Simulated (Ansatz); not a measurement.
The parent structure is BN in the zinc blende structure (space group F-43m, No. 216).

```
BN
1.0
    0.00000     1.79027     1.79027
    1.79027     0.00000     1.79027
    1.79027     1.79027     0.00000
B N
1 1
Cartesian
  0.00000   0.00000   0.00000
  0.89514   0.89514   0.89514
```

Calculations: Kohn–Sham DFT with the LDA functional, run in Ansatz (a first-principles code) with PAW and 420 eV plane waves, no spin-orbit coupling.

Perturbation: every lattice vector is shortened by 2.50 %; the atoms relax in the strained cell.

Problem. How does this affect the energy relative to the base?

Solution. The energy grows by 43 meV/atom.

Problem. Estimate the effect on the mean gap deformation potential ΔEg/Δln V.

Solution. The mean gap deformation potential ΔEg/Δln V is -1.1 eV.

Whether these cells are dynamically stable was not tested.
